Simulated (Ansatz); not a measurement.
Functionals compared on the (31-40) surface of hcp Ru in its 1x1 cell, outermost plane spacing 0.22 Å in the ideal cut, in Ansatz (plane waves, PAW). The structure was relaxed with PBE; the other rows are single points on it, each with its references at the same level. Cutoff 420 eV (500 eV for r2SCAN).

Set-up: 34 atoms, 10.7 Å thick at the start; mesh 9x4x1; 0.1 eV smearing; dipole correction on; all atoms relaxed; held to the start's symmetry, so lower structures may exist; no spin, no spin-orbit, no U. These notes are the PBE run's.

```
functional  surface energy (J/m²)  work function of the top face (eV)         rough cost of the single point
----------  ---------------------  ----------------------------------  -------------------------------------
PBE                          3.29                                4.40                                      –
LDA                          3.96                                4.75          around 8 core-minutes (rough)
PBEsol                       3.77                                4.50  about 8 core-minutes (a rough figure)
RPBE                         3.02                                4.23            very roughly 7 core-minutes
r2SCAN                       3.54                                4.38         around 13 core-minutes (rough)
```

Ansatz is an electronic-structure program.
